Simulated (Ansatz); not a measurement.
Start from PbSe in the rock salt structure (space group Fm-3m, No. 225; a = 6.1016 Å).

It is then changed as follows: every lattice vector is stretched by 1.63 %, atoms relaxed at fixed cell.

Levels (all Ansatz, a first-principles code, PAW): PBEsol (420 eV, spin-orbit coupling left out); r2SCAN (500 eV, scalar-relativistic without spin-orbit coupling); HSE06 (420 eV, no spin-orbit coupling).

At the geometry relaxed with PBEsol, these levels gave the following band gaps, in shuffled order: (a) 0.70 eV, (b) 0.83 eV, (c) 0.32 eV.

Q: Match each gap to its level.

A: (a) r2SCAN; (b) HSE06; (c) PBEsol.

Single points use the geometry relaxed with PBEsol. The hybrid gap comes from the SCF mesh plus the semilocal run's edge points and a few special points and is an upper bound. Spin-orbit coupling, missing from the scalar runs, can matter with Pb. The cells carry an imposed strain or load. Stability against distortions was not tested.
